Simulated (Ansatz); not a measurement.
Structure of amorphous In₉Ga₉Zn₉O₃₉W (periodic cell):

```xyz
67
Lattice="9.2647 -0.0096 0.0748 -0.0096 9.9349 -0.2591 0.0748 -0.2591 9.2503" Properties=species:S:1:pos:R:3 pbc="T T T"
In     7.2856     8.5147     1.8688
In     1.2119     8.0991     6.8023
In     1.4555     8.4721     0.8749
In     8.0720     6.6569     4.8831
In     2.5660     4.6026     0.8862
In     4.6847     7.2539     5.8924
In     8.7647     4.5077     7.6082
In     3.1122     0.8044     8.9209
In     6.5460    -0.0864     5.0305
Ga     8.4278     5.5617     1.4717
Ga     7.1403     7.1615     7.9648
Ga     5.3820     6.0538     2.5425
Ga     7.5675     3.3920     3.9651
Ga     2.9432     3.3177     6.8820
Ga     4.1976     9.2354     2.5661
Ga     1.7642     1.4945     2.8647
Ga     4.0718     7.3646     9.0146
Ga     0.7825     8.7733     3.7194
Zn     4.1202     3.8873     3.8567
Zn     0.9468     4.2143     4.5098
Zn     6.0045     2.6762     6.3066
Zn     0.1558     1.3768     5.8082
Zn     5.6234     4.3562     8.8807
Zn     0.0097     2.7795     1.0133
Zn     5.7882     1.9116     1.9736
Zn     2.5390     6.4431     3.5880
Zn     3.2073     0.4735     5.3914
O      6.0501     0.1329     2.8507
O      5.2090     1.5211     0.1473
O      5.9121     0.6536     6.9912
O      3.5823     9.3335     0.6183
O      1.3437     4.1581     6.4753
O      1.2559     9.3981     8.4489
O      8.1376     4.5916     5.3510
O      4.5599     9.0219     4.6135
O      9.0216     7.3762     1.5214
O      2.4953     8.2161     2.8734
O      7.6673     1.7846     0.8601
O      4.6798     4.8243     1.4149
O      0.9266     7.0052     4.6879
O      7.1246     8.8959     8.8601
O      7.3034     5.8262    -0.0555
O      7.4856     1.8565     5.0791
O      6.9747     3.1605     7.9214
O      8.5212     0.9439     7.5571
O      5.3380     6.4730     7.9576
O      7.1803     6.1942     2.9349
O      3.2509     7.8781     7.2043
O      2.7503     1.4485     6.9890
O      0.4296     4.5651     0.2022
O      8.7374     3.9901     2.6285
O      5.2177     7.7076     1.6654
O      1.9504     2.3266     1.1641
O      0.9652     2.2868     4.3211
O      3.7228     3.6499     8.4906
O      6.7085     7.7639     6.0806
O      0.6180     0.0515     2.4959
O      5.8814     3.3080     3.2477
O      3.4600     1.0268     3.4348
O      2.3708     4.5652     3.1234
O      8.8518     6.7187     7.2278
O      1.2505     9.6421     5.3012
O      4.3608     3.4275     5.6972
O      2.5296     6.6770     0.3736
O      8.1036     8.6658     3.9372
O      4.4411     6.0321     4.2030
W      7.0107     0.7985     8.5390
```

These are PBE, scalar-relativistic without spin-orbit coupling (plane waves to 420 eV, PAW; Ansatz, a first-principles code) values and carry that method's errors.

The cell was made by melting and quenching with the CHGNet potential and then relaxed with DFT. O atoms were pushed apart under 1.9 Å during the dynamics, to hinder bonds among them. The hot cell started wider than the set density and was brought back towards it in steps. It is the lowest in DFT energy of 2 quenches. It is a model cell: composition and starting density were chosen by hand, and all elements were melted together. No dispersion term was used. Its density started from a set value of 5.97 and ended at 5.97 g/cm³. The quench (nominally 210 K/ps over its main leg) was far faster than any real one, so the model tends to hold more defects than a real film. One small periodic cell is one sample of the glass; other quenches scatter about these values. The volume was held where the preparation left it and the shape relaxed, at a PBE pressure of 1.9 GPa. Stress components on the final sampling reach 1.9 GPa.

Bonds are counted up to In-In 3.12 Å, In-Ga 2.90 Å, In-Zn 2.90 Å, In-O 2.68 Å, In-W 3.08 Å, Ga-Ga 2.68 Å, Ga-Zn 2.68 Å, Ga-O 2.40 Å, Ga-W 2.86 Å, Zn-Zn 2.68 Å, Zn-O 2.54 Å, Zn-W 2.86 Å, O-O 1.58 Å, O-W 2.51 Å, W-W 3.04 Å. Two cations that share two anions don't count as bonded, nor two that share one unless they lie closer than In-In 3.04 Å, In-Ga 2.82 Å, In-Zn 2.82 Å, In-W 3.00 Å, Ga-Ga 2.61 Å, Ga-Zn 2.61 Å, Ga-W 2.78 Å, Zn-Zn 2.61 Å, Zn-W 2.78 Å, W-W 2.95 Å.

Task: Give the coordination numbers, mean bond lengths and angles.

Result: 
```yaml
Mean coordination of In by anions: 5.67 (3 with 5, 6 with 6)
Mean coordination of Ga by anions: 4.67 (4 with 4, 4 with 5, 1 with 6)
Mean coordination of Zn by anions: 4.22 (7 with 4, 2 with 5)
Mean coordination of O: 3.51 (1 with 2, 17 with 3, 21 with 4)
Mean coordination of W by anions: 6.00 (1 with 6)
Mean In-O bond: 2.211 Å (spread 0.113 Å, 51 counted)
Mean Ga-O bond: 1.940 Å (spread 0.090 Å, 42 counted)
Mean Zn-O bond: 2.038 Å (spread 0.122 Å, 38 counted)
Mean O-W bond: 1.991 Å (spread 0.208 Å, 6 counted)
Bond angle at In: mean 103.8°, spread 28.2°
Bond angle at Ga: mean 107.3°, spread 23.5°
Bond angle at Zn: mean 107.1°, spread 23.4°
Bond angle at O: mean 110.7°, spread 14.6°
Bond angle at W: mean 104.7°, spread 31.4°
```

Task: List the pairs of like atoms that count as bonded by the rules above.

Result: There are none by these rules.
